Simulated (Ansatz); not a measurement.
Consider HfN in the rock salt structure (space group Fm-3m, No. 225; relaxed with 0.1 eV smearing).

```xyz
2
Lattice="0.0000 2.2342 2.2342 2.2342 0.0000 2.2342 2.2342 2.2342 0.0000" Properties=species:S:1:pos:R:3 pbc="T T T"
Hf     0.0000     0.0000     0.0000
N      2.2342     2.2342     2.2342
```

Cartesian axes are those of the cell as printed.

All numbers come from Ansatz (a first-principles code) LDA, no spin-orbit coupling.

Perturbation: every lattice vector is shortened by 2.00 %; the atoms relax in the strained cell.

Problem. Predict the stress tensor and what it implies for the stiffness.

Solution. Stress of the strained cell less that of the base (GPa, compression positive):
```
   20.8     0.0     0.0
    0.0    20.8     0.0
    0.0     0.0    20.8
```

Then B = −ΔP/(ΔV/V₀) with ΔV/V₀ = -0.0588 gives secant stiffness values (nonlinear terms included at this strain): B ≈ 353 GPa.

As a check, the harmonic strain energy −½ V₀ Δσ:ε is 43 meV/atom; the computed energy rise is 40 meV/atom.

Stability against distortions was not tested. All final runs are without spin polarisation.
